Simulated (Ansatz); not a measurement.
Defect: C-vacancy pair (C on one host N site, one N site vacant) in rock-salt TiN, neutral cell. The step: the C atom itself jumps into the vacancy (C-vacancy distance between ideal sites 3.00 Å throughout); the atom moves 2.97 Å along (0.00, 0.49, 0.49) of the unit cell; the moving atom starts with neighbours 2 Ti at 2.07, 4 Ti at 2.12 Å and ends with 2 Ti at 2.07, 4 Ti at 2.12 Å. DFT values are from Ansatz (plane-wave PAW, 420 eV unless said) in a cell of 64 host sites, spin-restricted, static, with no finite-size correction. Forms of the defect that were not tried may lie lower. The order of the sites in energy changes with the mesh. For the PBE band: the saddle point's order was not checked, and it lies on a symmetry element of the cell, where a band can be held.

```
Level                                                                           Forward barrier (eV)  Cost of the band or of the saddle's single point
------------------------------------------------------------------------------  --------------------  ------------------------------------------------
CHGNet universal potential (has no charge state), its own band                                  2.01                                                 -
PBE, a 2×2×2 k-point mesh shifted by half a step, band relaxed                                  4.11                      very roughly 25 core-minutes
PBE, a 4×4×4 k-point mesh shifted by half a step, same geometries                               4.12                       very roughly 6 core-minutes
r2SCAN at 500 eV, a 2×2×2 k-point mesh shifted by half a step, same geometries                     ?                     very roughly 120 core-seconds
```

Question: Fill in the missing entries.

Answer: 
- r2SCAN at 500 eV, a 2×2×2 k-point mesh shifted by half a step, same geometries, Forward barrier (eV): 4.35

Ansatz is a quantum-chemistry and plane-wave program.
